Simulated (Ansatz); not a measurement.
Variants of one calculation on SiO2 (P3_121, 9 atoms in the cell)

```
CELL_PARAMETERS angstrom
      4.90268     0.00000     0.00000
     -2.45134     4.24585     0.00000
      0.00000     0.00000     5.41772
ATOMIC_POSITIONS crystal
  Si 0.53109 0.53109 0.00000
  Si 0.46891 0.00000 0.33333
  Si 0.00000 0.46891 0.66667
  O  0.26922 0.41339 0.78489
  O  0.58661 0.85583 0.11822
  O  0.14417 0.73078 0.45156
  O  0.41339 0.26922 0.21511
  O  0.85583 0.58661 0.88178
  O  0.73078 0.14417 0.54844
```

Base run A: HSE06, PAW files made with PBE (Ansatz, a first-principles code), self-consistent single point.

Its settings: basis.ecutwfc = 420 eV; kpoints.mp_grid.grid = 4 4 3; hamiltonian.xc = hse06; hamiltonian.pseudopotentials = {kind: paw} (the program's default PAW files); scf.occupations.method = fixed.

The starting cell comes from a database of computed structures (which also holds hypothetical and non-ambient phases and stackings), without a prior relaxation at this level. Its lattice was rescaled by a random factor within 2.5 % of one. Ansatz's pressure includes its estimate of the finite-basis (Pulay) stress.

ΔF is the free energy per atom less that of run A. A dash stands where there is no value to compare (another energy zero or no entropy term, no result, no spin, no clean gap, or a mesh too coarse for one). Absolute energies have different zeros for different potentials, functionals, Hubbard and dispersion terms and are not compared across them.

Runs:
- B: hamiltonian.xc: hse06 → pbe [PBE]
- C: hamiltonian.xc: hse06 → pbe0 [PBE0]
- D: scf.convergence.dr2_threshold: default (1e-07 eV) → 1e-12 eV
- E: scf.mixing.algorithm: default (the program chose MSR1) → broyden; scf.mixing.beta: default → 0.5
- F: scf.mixing.preconditioner: default (the program chose none) → kerker; scf.mixing.q_tf: default → 0.2
- G: basis.precision: default → f64

```tsv
run	ΔF (meV/atom)	pressure (GPa)	largest force (eV/Å)	gap on the mesh (eV)
A	0.00	1.76	0.035	7.869
B	–	7.16	0.377	6.031
C	–	1.64	0.028	8.634
D	0.00	1.76	0.035	7.869
E	0.00	1.76	0.035	7.869
F	0.00	1.76	0.035	7.869
G	0.00	1.76	0.035	7.869
```

Run G against A: The free energy is nearly the same (within 1 meV/atom), the pressure stays at 1.76 GPa, the largest force stays at 0.035 eV/Å and the gap on the mesh stays at 7.869 eV.

Run C against A: The pressure goes from 1.76 to 1.64 GPa, the largest force goes from 0.035 to 0.028 eV/Å and the gap on the mesh goes from 7.869 to 8.634 eV.

Run B against A: The pressure goes from 1.76 to 7.16 GPa, the largest force goes from 0.035 to 0.377 eV/Å and the gap on the mesh goes from 7.869 to 6.031 eV.

Keys are those of Ansatz 0.2.
